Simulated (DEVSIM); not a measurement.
Structure: Ru/SiO2/n-GaAs capacitor, at 400 K.

Layer 1 from the left is SiO2, thickness (nm) 1.00. Layer 2 from the left is GaAs, thickness (nm) 9200, Nd (cm⁻³) 4.9e15.

Metal gate on the left, work function 4.7 eV. Fixed charge at the semiconductor interface -1.3e10 cm⁻² (in units of +e); no interface traps.

The device is made up for the run: typed textbook-type constants, with dimensions and the other settings drawn at random. Values at 300 K; Nc and Nv go as T^1.5, mobilities as T to minus their exponent, the gap by Varshni's rule with the affinity fixed.

SiO2: gap (eV) 9, affinity (eV) 0.9, permittivity 3.9. GaAs: gap (eV) 1.424, affinity (eV) 4.07, permittivity 12.9, Nc (cm⁻³) 4.7e17, Nv (cm⁻³) 9e18, Varshni α (eV/K) 0.000541, Varshni β (K) 204.

Task: Estimate by hand the flat-band voltage, the threshold voltage, and compare with a numerical solution.

Result: 
- Flat-band voltage: C = 3.45 μF/cm², work-function difference 0.458 V; VFB = φms − qNf/C = 0.46 V; numerical 0.46 V.
- Threshold voltage: φF = 0.466 V, depletion charge √(4εqNφF) = 4.09e-8 C/cm²; VT = VFB − 2φF − Qd/C = -0.48 V; numerical -0.48 V.

Model (solved in DEVSIM): 1D Poisson equation in equilibrium, Boltzmann statistics, complete ionisation; no quantum confinement or tunnelling. Metal contacts follow the ideal Schottky-Mott rule: no Fermi-level pinning, no interface dipoles.
